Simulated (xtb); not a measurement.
xtb 6.7.1, GFN1-xTB: [CH2]C(C)(C)O, charge 0, multiplicity 2, 14 atoms. The geometry is a generated start, not checked to be a minimum at this level.

| Property | Value |
|---|---|
| run flags | --grad |
| method | GFN1-xTB |
| --acc | 1 (default) |
| --etemp (K) | 300 (default) |
| basis functions | 38 |
| valence electrons | 31 |

```xyz
14

C      0.6187     1.2551     0.5988
C      0.0377     0.1611    -0.2105
C     -1.2347    -0.3769     0.4961
C      1.0364    -0.9835    -0.4020
O     -0.3172     0.6095    -1.5142
H      0.2421     2.2570     0.5081
H      1.3729     1.0531     1.3309
H     -0.9756    -0.8175     1.4558
H     -1.6991    -1.1356    -0.1313
H     -1.9453     0.4327     0.6631
H      0.5775    -1.7707    -0.9930
H      1.9110    -0.6182    -0.9316
H      1.3395    -1.3831     0.5607
H     -0.9638     1.3170    -1.4309
```

Charge 0 and multiplicity 2 are set for this test and not shown to be the ground state. GFN-xTB has no spin term: --uhf 1 sets the occupations alone.

One run each on 1 thread. Values of broydamp tried: 0.02, 0.05, 0.1, 0.2, 0.4 (default), 0.6, 0.8, 1.

Question: How does the count of SCC iterations change with broydamp, and where is it least?

Answer: Fewest SCC iterations, within one of each other: 0.4 (default) with 9, 0.6 with 9, 0.8 with 10, 1 with 10. The count rises to 18 at 0.02. All converge to one solution.

```csv
broydamp,SCC iterations,end
0.02,18,same solution
0.05,17,same solution
0.1,14,same solution
0.2,11,same solution
0.4 (default),9,same solution
0.6,9,same solution
0.8,10,same solution
1,10,same solution
```
